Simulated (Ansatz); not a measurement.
The starting structures come from a database of crystals and need not be the phases stable at ambient conditions.

Inside the gap of an insulator the Bloch states are evanescent, with a wavenumber k + iκ along the transport direction.

Here is the system:

```
BiInO3
1.0
    5.67835     0.00000     0.00000
    0.00000     8.20361     0.00000
    0.00000     0.00000     6.09561
In Bi O
4 4 12
Direct
  0.50000   0.50000   0.00000
  0.00000   0.50000   0.50000
  0.00000   0.00000   0.50000
  0.50000   0.00000   0.00000
  0.98790   0.25000   0.95481
  0.01210   0.75000   0.04519
  0.48790   0.75000   0.54519
  0.51210   0.25000   0.45481
  0.63318   0.75000   0.95045
  0.36682   0.25000   0.04955
  0.13318   0.25000   0.54955
  0.86682   0.75000   0.45045
  0.82788   0.05842   0.18398
  0.17212   0.94158   0.81602
  0.32788   0.94158   0.31602
  0.67212   0.05842   0.68398
  0.67212   0.44158   0.68398
  0.32788   0.55842   0.31602
  0.17212   0.55842   0.81602
  0.82788   0.44158   0.18398
```

Space group of this cell: Pnma. The cell is taken as given; by r2SCAN its mean pressure is -5.3 GPa.

Transport runs along the normal of the first two printed cell vectors.

The gap is the functional's own, uncorrected, and κ follows it; spin-orbit coupling is left out. Mid-gap values are interpolated between the computed energies.

State the band gap and the smallest decay constant κ at mid-gap according to r2SCAN in Ansatz (an electronic-structure program).

Gap 2.90 eV on a 6×4×6 mesh; κ = 0.305 1/Å, at the zone centre.
